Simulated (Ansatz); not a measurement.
# Ta in the bcc (W type) structure (space group Im-3m, No. 229)

```
Ta
1.0
   -1.64096     1.64096     1.64096
    1.64096    -1.64096     1.64096
    1.64096     1.64096    -1.64096
Ta
1
Direct
  0.00000   0.00000   0.00000
```

Level of theory: DFT with PBEsol, PAW potentials and a 420 eV plane-wave cutoff in Ansatz (an electronic-structure program), no spin-orbit coupling, earlier PAW set. Settings: 20×20×20 k-points, 0.05 eV Fermi–Dirac smearing.

| Quantity | Result |
|---|---|
| Volume per atom | 17.67 Å³ |
| Density | 17.00 g/cm³ |
| Band gap | zero |
| Total energy | -9807.407 eV/atom (σ→0; compares only within this code and set-up) |

Whether these cells are dynamically stable was not tested. All final runs are without spin polarisation.
